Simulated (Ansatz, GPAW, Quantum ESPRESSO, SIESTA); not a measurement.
**One structure in several programs: AlV₂C (P6_3/mmc, 8 atoms in the cell)**

Self-consistent single point.

```
CELL_PARAMETERS angstrom
      2.85237     0.00000     0.00000
     -1.42619     2.47023     0.00000
      0.00000     0.00000    12.94494
ATOMIC_POSITIONS crystal
  Al 0.33333 0.66667 0.25000
  Al 0.66667 0.33333 0.75000
  V  0.33333 0.66667 0.58638
  V  0.66667 0.33333 0.41362
  V  0.66667 0.33333 0.08638
  V  0.33333 0.66667 0.91362
  C  0.00000 0.00000 0.00000
  C  0.00000 0.00000 0.50000
```

All programs got the same cell, k-point mesh and kind of occupations (in Ansatz's words: kpoints.mp_grid.grid = 12 12 3; scf.occupations.method = gaussian; scf.occupations.width = 0.136 eV); potentials, basis and cutoffs are each program's usual ones.

| code | model | pressure (GPa) | largest force (eV/Å) | k-points | cutoff |
|---|---|---|---|---|---|
| GPAW | PBE, GPAW PAW datasets PBE (gpaw-data 1.0.1) | – | 0.379 | 38 | 950 eV |
| Ansatz | PBE, default PAW files | 10.16 | 0.209 | 38 | default |
| Quantum ESPRESSO | PBE, PseudoDojo standard norm-conserving (PBE) pseudopotentials | 10.38 | 0.231 | 38 | 85 Ry |
| SIESTA | GGA PBE, numerical atomic orbitals DZP, PseudoDojo PBE standard norm-conserving potentials (rewritten from UPF to PSML) | 8.83 | 0.246 | 236 | grid 400 Ry |

A dash marks a value that a program does not give, or that is left out as unsure.

The spread over the programs that give each value: pressure within 1.55 GPa; largest force within 0.170 eV/Å.

The starting cell comes from a database of computed structures (which also holds hypothetical and non-ambient phases and stackings), without a prior relaxation at this level. Its lattice was rescaled by a random factor within 2.5 % of one. On Ansatz's run: Spin polarisation is off. In the base run, with a pressure of about 10 GPa the cell is away from its equilibrium volume at this level.

### Question
Why do the programs differ, and what cannot be compared?

### Answer
Differences of this kind can come from the potentials, where these differ, and from what each basis and cutoff leave unconverged. The zero of total energies and Fermi levels follows the potentials and each program's conventions, so they are not compared here. SIESTA uses small atom-centred bases, whose incompleteness enters pressures, forces and empty levels differently from a plane-wave cutoff. Ansatz's pressure is given at a fixed set of plane waves, as the other plane-wave codes print theirs; with its correction for the finite basis it is 10.37 GPa (the shift of 0.21 GPa shows how far the cutoff is from converged). The pressure of GPAW is left out: its cutoff lies under the one at which its stress was checked. The programs reduce the same mesh by symmetry to different extents, which changes the work and not the result. In the pressure, SIESTA (by 1.44) lies more than 1 GPa from the median of the plane-wave programs. In the force vectors, GPAW (by 0.148) lies more than 0.08 eV/Å from the median of the plane-wave programs.

Left out of this page: ABINIT (stopped by limits of time or memory); Elk and FLEUR (not drawn, or without a comparable value).

Ansatz is a program for electronic structure.

Keys are those of Ansatz 0.2.
